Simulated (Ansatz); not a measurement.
## zinc-blende GaSb: the defect Si on the Ga site (broken-bond start)

All values below come from PBE, PAW (plane waves to 420 eV; Ansatz, a first-principles code). Details: 64-site cell; 2×2×2 shifted k-points; start: the Ga site; started 0.95 Å off site, one bond broken; no spin–orbit coupling; the functional closes the host's gap; finite-size errors of tenths of an eV.

Neighbours after relaxation, in Å: of the Si atom: Sb 2.65, Sb 2.65, Sb 2.65, Sb 2.65.

```csv
charge,moment (μB),largest move off a lattice site (Å)
0†,quenched,0.04
```

† Not settled in this cell, so no level is given: charge 0: a level filled in part.

Starting moments that weren't kept: charge 0 began with 1 μB and ended with 0.0.

No other site or start that was run ended lower by more than 0.1 eV.
